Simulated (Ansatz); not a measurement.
AlO (model structure, started from the beta GaS type, P6₃/mmc, No. 194, 8 atoms in the cell): lattice parameter a by level of theory

No measured value is used here.

```tsv
level (code)	value (Å)
LDA (Ansatz)	2.938
PBE (Ansatz)	2.968
PBEsol (Ansatz)	2.951
PBE-D3(BJ) (Ansatz)	2.961
r²SCAN (Ansatz)	2.951
r²SCAN+rVV10 (Ansatz)	2.951
```

Cutoffs differ between the levels. Ansatz's density-functional and Hartree–Fock values are scalar-relativistic unless marked +SOC, with PAW data made under PBE.

A model structure was made by putting elements into a prototype or built by hand; it is no filed structure, need not be a known phase, and can be a saddle point held by its symmetry.

Ansatz is an electronic-structure program.
